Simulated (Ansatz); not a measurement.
The reference is InSb in the zinc blende structure (space group F-43m, No. 216; a = 6.5561 Å). Axes: x, y, z lie along the cube axes.

All numbers come from Ansatz (a program for electronic structure) r2SCAN, no spin-orbit coupling.

Strains are applied to the cell and any free atomic positions relax.

One change was made to it. Results:

| quantity | base | after |
|---|---|---|
| energy relative to the base (free energy F) | 0 meV/atom | +0.7 meV/atom |
| pressure (mean of the normal stresses, compression positive) | 0.0 GPa | 0.4 GPa |
| shortest interatomic distance | 2.839 Å | 2.829 Å |

### Question
Which change produced these results?
A. uniaxial strain ε_zz = −2.50 %
B. uniaxial strain ε_zz = −3.00 %
C. uniaxial strain ε_zz = −1.00 %
D. uniaxial strain ε_zz = −2.00 %

### Answer
C, uniaxial strain ε_zz = −1.00 %. For comparison, the energy relative to the base in the other runs: uniaxial strain ε_zz = −2.00 % gives +2.8 meV/atom; uniaxial strain ε_zz = −2.50 % gives +4.5 meV/atom; uniaxial strain ε_zz = −3.00 % gives +6.5 meV/atom.

No phonon test of stability was made. The final runs are not spin-polarised.
